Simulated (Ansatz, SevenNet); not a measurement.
**TaAs (I4₁md, No. 109, 4 atoms in the cell; start mp-1936): equilibrium volume per atom by level of theory**

No measured value is used here.

| level (code) | value (Å³/atom) |
|---|---|
| SevenNet-l3i5 | 17.67 |
| PBE (Ansatz) | 17.59 |
| PBE-D3(BJ) (Ansatz) | (withheld) |
| r²SCAN+rVV10 (Ansatz) | 17.20 |
| HSE06 (Ansatz) | 17.18 |

Problem. Complete the blanks.

Solution. 
- PBE-D3(BJ) (Ansatz, an electronic-structure program), value (Å³/atom): 17.04

Density-functional levels without +SOC have no spin–orbit coupling. SevenNet-l3i5, PBE, PBE-D3(BJ), r²SCAN+rVV10, HSE06: the relaxation could not lower the start's symmetry, so the cell can be a saddle point above a distorted one. HSE06: exact exchange on metals is sensitive to the k mesh and can open a false gap. K meshes differ between the levels. Ansatz's density-functional and Hartree–Fock values are scalar-relativistic unless marked +SOC, with PAW data made under PBE.

Machine-learned potentials (SevenNet-l3i5) are trained on DFT data: a solid inside that data is no test of them.

A start named mp-… is a Materials Project structure, which need not be a measured phase.
